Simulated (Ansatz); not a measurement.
Response to strain in AlRu

Consider AlRu in the CsCl type structure (space group Pm-3m, No. 221; relaxed with 0.1 eV smearing).

```
CELL_PARAMETERS angstrom
      2.98315     0.00000     0.00000
      0.00000     2.98315     0.00000
      0.00000     0.00000     2.98315
ATOMIC_POSITIONS crystal
  Al 0.50000 0.50000 0.50000
  Ru 0.00000 0.00000 0.00000
```

Cartesian axes are those of the cell as printed.

Strains are applied to the cell and any free atomic positions relax; under biaxial strain the out-of-plane vector relaxes too.

The values are results of Kohn–Sham DFT with the r2SCAN functional, run in Ansatz (a quantum-chemistry and plane-wave program) with PAW and 500 eV plane waves, no SOC, not measurements.

```csv
"biaxial strain, plane normal [111], relaxed out of plane (%)",out-of-plane strain (%)
0,0.00
0.42,-0.26
0.83,-0.51
1.25,-0.75
1.67,-0.98
2.08,?
2.5,-1.42
```

Q: Fit ε⊥ = −νε + γε² (strains in %) to the rows shown and predict the withheld row.

A: Least squares on the printed values gives ν = 0.63 (the biaxial Poisson response) and γ = 0.026 (largest residual 0.00 %); this predicts -1.20 %, and the run gives -1.20 %, in agreement.

Whether these cells are dynamically stable was not tested. All final runs are without spin polarisation.
